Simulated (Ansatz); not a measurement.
System: rock-salt CsH. Method: LDA (Ansatz, an electronic-structure program, PAW).

Numerical settings: plane-wave cutoff 520 eV, 10×10×10 k mesh, Fermi–Dirac smearing 0.01 eV, scalar-relativistic PAW data made under PBE.

Cell (relaxed at this level):

```xyz
2
Lattice="0.0000 3.0485 3.0485 3.0485 0.0000 3.0485 3.0485 3.0485 0.0000" Properties=species:S:1:pos:R:3 pbc="T T T"
Cs     0.0000     0.0000     0.0000
H      3.0485     3.0485     3.0485
```

**Question.** Predict the band gap and direct gap at Γ.

**Answer.** 
- band gap = 1.75 eV
- direct gap at Γ = 7.13 eV

Note: the volume lies 13 % below that of the published cell.

Spin–orbit coupling is not included.

Computed values are for the static lattice.
